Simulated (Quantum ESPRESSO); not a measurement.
A self-consistent single point of Sr3MgO4 (Pmmm, 8 atoms in the cell) with Quantum ESPRESSO.

Level of theory: rVV10, GBRV 1.5 ultrasoft (PBE) pseudopotentials (plane waves; Quantum ESPRESSO).

```
CELL_PARAMETERS angstrom
      3.50697     0.00000     0.00000
      0.00000     5.07576     0.00000
      0.00000     0.00000     7.11769
ATOMIC_POSITIONS crystal
  Sr 0.50000 0.50000 0.23886
  Sr 0.50000 0.50000 0.76114
  Sr 0.00000 0.00000 0.50000
  Mg 0.00000 0.00000 0.00000
  O  0.00000 0.50000 0.50000
  O  0.50000 0.00000 0.78197
  O  0.50000 0.00000 0.21803
  O  0.00000 0.50000 0.00000
```

Reference input (self-consistent single point, DFT, LDA (PZ), plane waves, GBRV 1.5 ultrasoft (LDA) pseudopotentials): ecutwfc = 40 Ry; ecutrho = 200 Ry; occupations = fixed; potentials = {Sr: sr_lda_v1.uspp.F.UPF, Mg: mg_lda_v1.4.uspp.F.UPF, O: o_lda_v1.2.uspp.F.UPF}; K_POINTS = automatic 7 4 3 0 0 0; nbnd = 38; conv_thr = 1e-08 Ry; mixing_beta = 0.5. This run's input differs from it in these lines:

```diff
@@ -18,2 +18,3 @@
  nbnd = 38
+ input_dft = 'rvv10'
 /
@@ -24,5 +25,5 @@
 ATOMIC_SPECIES
-Sr    87.6200  sr_lda_v1.uspp.F.UPF
-Mg    24.3050  mg_lda_v1.4.uspp.F.UPF
-O     15.9990  o_lda_v1.2.uspp.F.UPF
+Sr    87.6200  sr_pbe_v1.uspp.F.UPF
+Mg    24.3050  mg_pbe_v1.4.uspp.F.UPF
+O     15.9990  o_pbe_v1.2.uspp.F.UPF
 ATOMIC_POSITIONS crystal
```

Log, with long lists cut:

```
     Self-consistent Calculation

     iteration #  1     ecut=    40.00 Ry     beta= 0.50

     negative rho (up, down):  1.904E-01 0.000E+00

     total energy              =    -465.47697914 Ry
     estimated scf accuracy    <       2.88220053 Ry

     iteration #  2     ecut=    40.00 Ry     beta= 0.50

     negative rho (up, down):  1.930E-01 0.000E+00

     total energy              =    -466.22953157 Ry
     estimated scf accuracy    <       2.00612183 Ry

     iteration #  3     ecut=    40.00 Ry     beta= 0.50

     negative rho (up, down):  1.967E-01 0.000E+00

     total energy              =    -466.57593963 Ry
     estimated scf accuracy    <       0.03388306 Ry

   [... 7 blocks of this kind left out ...]

     iteration # 11     ecut=    40.00 Ry     beta= 0.50

     negative rho (up, down):  1.978E-01 0.000E+00

     total energy              =    -466.58726711 Ry
     estimated scf accuracy    <       0.00000001 Ry

     iteration # 12     ecut=    40.00 Ry     beta= 0.50

     negative rho (up, down):  1.978E-01 0.000E+00
     End of self-consistent calculation

     highest occupied, lowest unoccupied level (ev):     7.5767   10.4442

!    total energy              =    -466.58726711 Ry
     estimated scf accuracy    <          5.6E-09 Ry

     convergence has been achieved in  12 iterations

     negative rho (up, down):  1.978E-01 0.000E+00

     Forces acting on atoms (cartesian axes, Ry/au):

     atom    1 type  1   force =     0.00000000    0.00000000    0.00049165
     atom    2 type  1   force =     0.00000000    0.00000000   -0.00049165
     atom    3 type  1   force =     0.00000000    0.00000000    0.00000000
     atom    4 type  2   force =     0.00000000    0.00000000    0.00000000
     atom    5 type  3   force =     0.00000000    0.00000000    0.00000000
     atom    6 type  3   force =     0.00000000    0.00000000   -0.00173205
   [... lines left out ...]
     Total force =     0.002546     Total SCF correction =     0.000092
   [... lines left out ...]

     negative rho (up, down):  1.978E-01 0.000E+00
          total   stress  (Ry/bohr**3)                   (kbar)     P=       -5.28
  -0.00003174   0.00000000   0.00000000           -4.67        0.00        0.00
   0.00000000  -0.00003582   0.00000000            0.00       -5.27        0.00
   0.00000000   0.00000000  -0.00004017            0.00        0.00       -5.91

   JOB DONE.
```

The run converged in 12 iterations. Against the reference run the pressure goes from -7.41 to -0.53 GPa, the largest force goes from 0.136 to 0.045 eV/Å and the gap on the mesh goes from 2.836 to 2.867 eV.

The starting cell comes from a database of computed structures (which also holds hypothetical and non-ambient phases and stackings), without a prior relaxation at this level.

Cost on one core of a shared machine: roughly 2 min.
